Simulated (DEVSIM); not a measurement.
Device: abrupt Si n-p junction, at 300 K.

Layer 1 from the left is Si, thickness (μm) 0.420, Nd (cm⁻³) 2e18, τn (s) 0.0008, τp (s) 0.0008. Layer 2 from the left is Si, thickness (μm) 14.0, Na (cm⁻³) 1.6e16, τn (s) 0.0008, τp (s) 0.0008.

Left contact: ohmic. Right contact: ohmic. Voltage is applied to the left contact. Recombination: SRH at mid-gap. Mobility is μmin + (μ − μmin)/(1 + (N/Nref)^α).

Constants are typed, rounded textbook-type inputs, not results; the design itself was drawn at random and stands for no fabricated device. Values at 300 K.

Si: gap (eV) 1.124, affinity (eV) 4.05, permittivity 11.7, Nc (cm⁻³) 2.86e19, Nv (cm⁻³) 3.1e19, μn (cm²/Vs) 1417, μp (cm²/Vs) 470, μn,min 52, μp,min 45, Nref,n 9.7e16, Nref,p 2.2e17, αn 0.68, αp 0.72.

Question: Estimate by hand the built-in potential, the peak field at zero bias, the capacitance at 4 V, and compare with a numerical solution.

Answer: 
- Built-in potential: ni = √(Nc Nv) exp(−Eg/2kT) = 1.08e10 cm⁻³ with Eg = 1.124 eV; Vbi = kT/q ln(Na Nd/ni²) = 0.860 V; numerical 0.860 V.
- Peak field at zero bias: depletion approximation: W = √(2εVbi/(qN)) = 0.265 μm with N = 1.59e16 cm⁻³; field = 2Vbi/W = 65000 V/cm; numerical 92900 V/cm (estimate below by 30 %).
- Capacitance at 4 V: C = √(qεN / 2(Vbi + |V|)) = 16.5 nF/cm²; numerical 16.6 nF/cm² (estimate below by 0.59 %).

Simulated with DEVSIM: 1D drift-diffusion, Boltzmann statistics, complete ionisation; no tunnelling, impact ionisation, image-force lowering or self-heating.
